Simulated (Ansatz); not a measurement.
```
CELL_PARAMETERS angstrom
      3.76729     0.00000     0.00000
     -1.88364     3.26257     0.00000
      0.00000     0.00000     6.05954
ATOMIC_POSITIONS crystal
  Mg 0.00000 0.00000 0.00000
  Br 0.33333 0.66667 0.24852
  Br 0.66667 0.33333 0.75148
```

Method: PBEsol+D3BJ, rigid bands (plane waves, PAW, scalar-relativistic; Ansatz, a quantum-chemistry and plane-wave program). How the cell was made: cell and atoms relaxed with PBEsol+d3bj.

Q: Predict the electron conductivity mass (n e² τ/σ) at 300 K, by direction if it differs.

A: 0.26 (x), 0.26 (y), 0.30 (z) mₑ.

Q: And the band gap?

A: 4.26 eV at this level; semilocal functionals usually fall short of the measured gap.

Rigid bands, one relaxation time for all states, no polarons. Spin-orbit coupling is left out; where it splits the top of the valence band it changes the hole mass and lowers the gap by about a third of the splitting. Geometry: cell and atoms relaxed with PBEsol+D3(BJ).

Formula and space group known from diffraction (Crystallography Open Database), not checked to be the room-temperature form: MgBr2 (P-3m1).
